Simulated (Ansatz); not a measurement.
Electronic density of states of amorphous Si24O48La, density 2.37 g/cm³, on a 2×2×2 Γ-centred mesh with a Gaussian width of 0.1 eV; energies count from the Fermi level, whose place inside the gap is arbitrary. Cell and mesh are small, so fine structure isn't converged. Method: PBE, scalar-relativistic without spin-orbit coupling (plane waves to 420 eV, PAW; Ansatz, a program for electronic structure). Sampling: a 2×2×2 Γ-centred mesh; Fermi-Dirac width 0.02 eV; collinear spin, started from a total moment of 1 μB (at the end a net moment of 1.0 μB). The usual formal charges leave 3 electrons over, so the level spacing at the Fermi energy parts defect or band states and needn't be the band gap. In the spin-polarised cell the level spacing at the Fermi energy can part levels of unlike spin. At PBE the levels at both edges of the gap are localised (band-tail or defect states), and the nearest spread-out levels lie 5.7 eV apart at the zone centre.

Preparation: random packing, a CHGNet melt and quench, and a DFT relaxation. O atoms were pushed apart under 1.9 Å during the dynamics, to hinder bonds among them. The hot cell started wider than the set density and was brought back towards it in steps. It is the lowest in DFT energy of 2 quenches. It is a model cell: composition and starting density were chosen by hand, and all elements were melted together. No dispersion term was used. Its density started from a set value of 2.37 and ended at 2.37 g/cm³. The quench (nominally 320 K/ps over its main leg) was far faster than any real one, so the model tends to hold more defects than a real film. A cell of this size samples the disorder only roughly. The volume was held where the preparation left it and the shape relaxed, at a PBE pressure of 2.0 GPa. Stress components on the final sampling reach 2.6 GPa. Cycles of charging lowered its energy after that relaxation.

(E - EF (eV), states/(eV atom)): (-12.00, 0.00); (-11.90, 0.00); (-11.80, 0.01); (-11.70, 0.07); (-11.60, 0.16); (-11.50, 0.19); (-11.40, 0.18); (-11.30, 0.13); (-11.20, 0.10); (-11.10, 0.17); (-11.00, 0.21); (-10.90, 0.16); (-10.80, 0.18); (-10.70, 0.19); (-10.60, 0.15); (-10.50, 0.14); (-10.40, 0.19); (-10.30, 0.18); (-10.20, 0.16); (-10.10, 0.18); (-10.00, 0.21); (-9.90, 0.19); (-9.80, 0.17); (-9.70, 0.24); (-9.60, 0.23); (-9.50, 0.20); (-9.40, 0.22); (-9.30, 0.21); (-9.20, 0.22); (-9.10, 0.21); (-9.00, 0.21); (-8.90, 0.20); (-8.80, 0.18); (-8.70, 0.17); (-8.60, 0.20); (-8.50, 0.28); (-8.40, 0.35); (-8.30, 0.43); (-8.20, 0.45); (-8.10, 0.50); (-8.00, 0.58); (-7.90, 0.54); (-7.80, 0.54); (-7.70, 0.53); (-7.60, 0.49); (-7.50, 0.41); (-7.40, 0.33); (-7.30, 0.31); (-7.20, 0.29); (-7.10, 0.18); (-7.00, 0.12); (-6.90, 0.26); (-6.80, 0.17); (-6.70, 0.06); (-6.60, 0.14); (-6.50, 0.18); (-6.40, 0.29); (-6.30, 0.36); (-6.20, 0.38); (-6.10, 0.41); (-6.00, 0.43); (-5.90, 0.42); (-5.80, 0.44); (-5.70, 0.48); (-5.60, 0.55); (-5.50, 0.65); (-5.40, 0.73); (-5.30, 0.78); (-5.20, 0.76); (-5.10, 0.75); (-5.00, 0.76); (-4.90, 0.76); (-4.80, 0.81); (-4.70, 0.85); (-4.60, 0.84); (-4.50, 0.83); (-4.40, 0.89); (-4.30, 0.95); (-4.20, 0.91); (-4.10, 0.85); (-4.00, 0.81); (-3.90, 0.84); (-3.80, 0.81); (-3.70, 0.77); (-3.60, 0.86); (-3.50, 0.78); (-3.40, 0.74); (-3.30, 0.80); (-3.20, 0.83); (-3.10, 0.73); (-3.00, 0.62); (-2.90, 0.47); (-2.80, 0.23); (-2.70, 0.23); (-2.60, 0.24); (-2.50, 0.28); (-2.40, 0.35); (-2.30, 0.18); (-2.20, 0.03); (-2.10, 0.00); (-2.00, 0.00); (-1.90, 0.03); (-1.80, 0.13); (-1.70, 0.09); (-1.60, 0.01); (-1.50, 0.00); (-1.40, 0.00); (-1.30, 0.00); (-1.20, 0.00); (-1.10, 0.00); (-1.00, 0.01); (-0.90, 0.06); (-0.80, 0.05); (-0.70, 0.01); (-0.60, 0.00); (-0.50, 0.00); (-0.40, 0.00); (-0.30, 0.00); (-0.20, 0.00); (-0.10, 0.00); (0.00, 0.00); (0.10, 0.00); (0.20, 0.00); (0.30, 0.00); (0.40, 0.00); (0.50, 0.00); (0.60, 0.00); (0.70, 0.01); (0.80, 0.05); (0.90, 0.06); (1.00, 0.02); (1.10, 0.00); (1.20, 0.00); (1.30, 0.00); (1.40, 0.00); (1.50, 0.00); (1.60, 0.00); (1.70, 0.00); (1.80, 0.00); (1.90, 0.00); (2.00, 0.00); (2.10, 0.00); (2.20, 0.00); (2.30, 0.00); (2.40, 0.00); (2.50, 0.00); (2.60, 0.00); (2.70, 0.01); (2.80, 0.14); (2.90, 0.48); (3.00, 0.59); (3.10, 0.45); (3.20, 0.26); (3.30, 0.08); (3.40, 0.07); (3.50, 0.09); (3.60, 0.10); (3.70, 0.12); (3.80, 0.14); (3.90, 0.13); (4.00, 0.17); (4.10, 0.20); (4.20, 0.19); (4.30, 0.21); (4.40, 0.21); (4.50, 0.22); (4.60, 0.22); (4.70, 0.20); (4.80, 0.19); (4.90, 0.20); (5.00, 0.18); (5.10, 0.20); (5.20, 0.25); (5.30, 0.26); (5.40, 0.26); (5.50, 0.25); (5.60, 0.27); (5.70, 0.30); (5.80, 0.33); (5.90, 0.37); (6.00, 0.43)

The level spacing at the Fermi energy on this mesh is 1.68 eV; the broadening fills part of it in the curve.
